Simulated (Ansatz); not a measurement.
# What uniaxial strain ε_zz = −2.45 % does to ZnGeP2

Consider ZnGeP₂ in the chalcopyrite structure (space group I-42d, No. 122; a = 5.500 Å, c = 10.844 Å). Axes: x, y, z lie along a, b, c of the conventional cell.

Perturbation: the cell is compressed by 2.45 % along z with no lateral relaxation, atoms relaxed at fixed cell.

The values are results of Ansatz (a first-principles code) PBE, no spin-orbit coupling, not measurements. k-mesh 9×9×9 (Γ-centred); smearing 0.05 eV (Fermi–Dirac).

The volume per atom drops by 0.50 Å³ (20.50 Å³ → 20.00 Å³) and the space group stays I-42d (No. 122). The shortest interatomic distance shrinks by 0.019 Å to 2.341 Å and the energy grows by 4.7 meV/atom. The band gap decreases by 0.01 eV to 1.13 eV (an upper bound: an edge found on the path is not a true extremum; both cells) and the stress (xx, yy, zz, yz, xz, xy; compression positive) comes out as (1.41, 1.41, 3.02, 0.00, 0.00, 0.00) GPa.

Final structure:

```yaml
crystal:
  lattice:
    - [-2.74995, 2.74995, 5.28936]
    - [2.74995, -2.74995, 5.28936]
    - [2.74995, 2.74995, -5.28936]
  atoms:
    - { symbol: Zn, position: [0.75000, 0.25000, 0.50000] }
    - { symbol: Zn, position: [0.00000, 0.00000, 0.00000] }
    - { symbol: Ge, position: [0.25000, 0.75000, 0.50000] }
    - { symbol: Ge, position: [0.50000, 0.50000, 0.00000] }
    - { symbol: P, position: [0.12838, 0.12500, 0.50338] }
    - { symbol: P, position: [0.62162, 0.62500, 0.49662] }
    - { symbol: P, position: [0.37500, 0.87162, 0.99662] }
    - { symbol: P, position: [0.87500, 0.37838, 0.00338] }
```

Cost of the whole job for the changed cell (relaxation, final SCF and bands): around 2.6 core-minutes (rough).

Stability against distortions was not tested.
